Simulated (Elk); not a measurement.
Elk run on BaRh₂ (Fd-3m, 6 atoms in the cell): self-consistent single point.

Method of the run: PBEsol, all-electron FP-LAPW, Elk's shipped species files, APW+lo basis with extra local orbitals (Elk 10.2.4).

The change in words: lattice scaled by 0.98. Reference geometry:
```xyz
6
Lattice="0.0000 3.9574 3.9574 3.9574 0.0000 3.9574 3.9574 3.9574 0.0000" Properties=species:S:1:pos:R:3 pbc="T T T"
Ba     3.9574     3.9574     3.9574
Ba     5.9361     5.9361     5.9361
Rh     2.9681     2.9681     0.9894
Rh     2.9681     0.9894     2.9681
Rh     0.9894     0.9894     0.9894
Rh     0.9894     2.9681     2.9681
```
Moments meant for the start (each program seeds them in its own way; μB, in the order of the atoms Ba Ba Rh Rh Rh Rh): 0.0 0.0 1.0 1.0 1.0 1.0.

Reference input (self-consistent single point, DFT, PBEsol, all-electron FP-LAPW, Elk's shipped species files, APW+lo basis with extra local orbitals): xctype = 22; spinpol = true; rgkmax = 8; stype = 3; swidth = 0.00499791 Ha; ngridk = 5 5 5; reducebf = 0.8; gmaxvr = 16 1/bohr; nxlo = 2; lorbcnd = true; rmtscf = 0.96; lmaxi = 3. This run's input differs from it in these lines:

```diff
@@ -40,3 +40,3 @@
 scale
-  10.57607113
+  10.36454997
```

The program printed (abridged):

```
│ Self-consistent loop started │
│ Loop number : 1 │
 total energy                :     -35385.6753074
 total moment                :    4.550207106
│ Loop number : 2 │
 total energy                :     -35388.2397398
 total moment                :    4.494923302
RMS change in Kohn-Sham potential (target) :    2.385435380     (  0.1000000000E-05)
Absolute change in total energy (target)   :    2.564432346     (  0.1000000000E-03)
│ Loop number : 3 │
 total energy                :     -35368.0867956
 total moment                :    4.579385051
RMS change in Kohn-Sham potential (target) :    2.256629988     (  0.1000000000E-05)
   [... lines left out ...]
│ Loop number : 24 │
 total energy                :     -35404.2723579
 total moment                :   0.4092046043E-02
RMS change in Kohn-Sham potential (target) :   0.1666208370E-05 (  0.1000000000E-05)
Absolute change in total energy (target)   :   0.4398803867E-05 (  0.1000000000E-03)
│ Loop number : 25 │
 total energy                :     -35404.2723498
 total moment                :   0.2491507592E-02
RMS change in Kohn-Sham potential (target) :   0.6512025819E-06 (  0.1000000000E-05)
Absolute change in total energy (target)   :   0.9229093848E-05 (  0.1000000000E-03)
Convergence targets achieved

│ Loop number : 26 │

Energies :
 Fermi                       :     0.373061109418
 xc effective B-field        :    -0.114728815602E-07
 external B-field            :      0.00000000000
 total energy                :     -35404.2723552
 (external B-field energy excluded from total)

Density of states at Fermi energy :    172.5376361
 (states/Hartree/unit cell)

Estimated indirect band gap :   0.4570440015E-02
 from k-point      6 to k-point      9
Estimated direct band gap   :   0.8888555096E-02
 at k-point      9

Charges :
 core                        :    184.0000000
 valence                     :    108.0000000
 interstitial                :    9.432778612
 muffin-tins (core leakage)
  species :    1 (Ba)
   atom    1                 :    53.68847688     (  0.1196280404E-04)
   [... lines left out ...]
   atom    2                 :  -0.3613159256E-04
  species :    2 (Rh)
   atom    1                 :   0.4320636582E-03
   atom    2                 :   0.4320636582E-03
   atom    3                 :   0.4320636582E-03
   atom    4                 :   0.4320636582E-03
 total in muffin-tins        :   0.1655991448E-02
 total moment                :   0.1591711883E-02

│ Self-consistent loop stopped │
```

The run converged in 26 iterations. The count includes the last loop, which Elk runs after its targets are met. Against the reference run the free energy goes down by 21.4 meV/atom.

The starting cell comes from a database of computed structures (which also holds hypothetical and non-ambient phases and stackings), without a prior relaxation at this level. For this run, on top of that: lattice scaled by 0.98. The starting moments vanished: the run ended non-magnetic. Values depend on the basis (sphere radii, cutoffs, local orbitals), which need not be converged. The log's line on a gap gives a spacing of levels on this mesh, which the program prints for metals too.

Cost on one core of a shared machine: roughly 4 min.
